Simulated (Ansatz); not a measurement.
**GeSb2Te4 (R3m, No. 160, 7 atoms in the cell; start mp-1224350)**

Computed with LDA (PAW; Ansatz, a quantum-chemistry and plane-wave program).

Settings: plane-wave cutoff 520 eV, 10×10×10 k mesh, Fermi–Dirac smearing 0.01 eV, scalar-relativistic PAW data made under PBE.

Cell (relaxed at this level):

```cif
data_GeSb2Te4
_chemical_formula_sum 'Ge1 Sb2 Te4'
_space_group_name_H-M_alt 'P 1'
_space_group_IT_number 1
_cell_length_a 13.53592
_cell_length_b 13.53592
_cell_length_c 13.53592
_cell_angle_alpha 17.886
_cell_angle_beta 17.886
_cell_angle_gamma 17.886
loop_
_space_group_symop_operation_xyz
  'x, y, z'
loop_
_atom_site_label
_atom_site_type_symbol
_atom_site_fract_x
_atom_site_fract_y
_atom_site_fract_z
_atom_site_occupancy
Ge1 Ge 0.42972 0.42972 0.42972 1
Sb1 Sb 0.57136 0.57136 0.57136 1
Sb2 Sb 0.00318 0.00318 0.00318 1
Te1 Te 0.13159 0.13159 0.13159 1
Te2 Te 0.86213 0.86213 0.86213 1
Te3 Te 0.28850 0.28850 0.28850 1
Te4 Te 0.71357 0.71357 0.71357 1
```

```
Quantity                              Result
---------------  ---------------------------
band gap         0.17 eV (on the SCF k mesh)
direct gap at Γ                      0.53 eV
bulk modulus                        45.3 GPa
```

Note: the relaxation could not lower the start's symmetry, so the cell can be a saddle point above a distorted one; the bulk modulus is −V dP/dV from two relaxed cells at ±2 % in volume.

Spin–orbit coupling is not included; it can close the smallest gap of 0.17 eV.

Static lattice: no zero-point or thermal effects.

A start named mp-… is a Materials Project structure, which need not be a measured phase.
